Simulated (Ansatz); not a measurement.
Formation energy of the bound charge states of Si vacancy (V_Si) in metastable 2H silicon carbide (start: the Si site; 96-site cell, 2×2×2 shifted sampling) against the Fermi level, C-rich (Δμ(Si) = -0.40 eV; only phases computed here count, gases as isolated molecules at 0 K). These are PBE, PAW (plane waves to 420 eV; Ansatz, a quantum-chemistry and plane-wave program) values and carry that method's errors.

Set-up: 96-site cell; 2×2×2 shifted k-points; host gap 2.31 eV; charged states image-corrected; corrections pass 1 eV, so highly charged states may be off by several tenths; flagged in the runs: a host whose relaxation on this sampling wasn't shown to rest.

Left out: charge +1 (level within 0.1 eV of a band edge or past it).

```
E_F − E_VBM (eV)  q = 0  q = −1  q = −2  q = −3
----------------  -----  ------  ------  ------
0.00               7.24    7.81    9.35   11.36
0.29               7.24    7.52    8.78   10.50
0.58               7.24    7.23    8.20    9.63
0.87               7.24    6.94    7.62    8.77
1.15               7.24    6.65    7.05    7.90
1.44               7.24    6.36    6.47    7.04
1.73               7.24    6.07    5.89    6.17
2.02               7.24    5.79    5.32    5.31
2.31               7.24    5.50    4.74    4.44
```

Crossings of the lowest lines: (0/−1) at 0.57 eV; (−1/−2) at 1.55 eV; (−2/−3) at 2.01 eV.
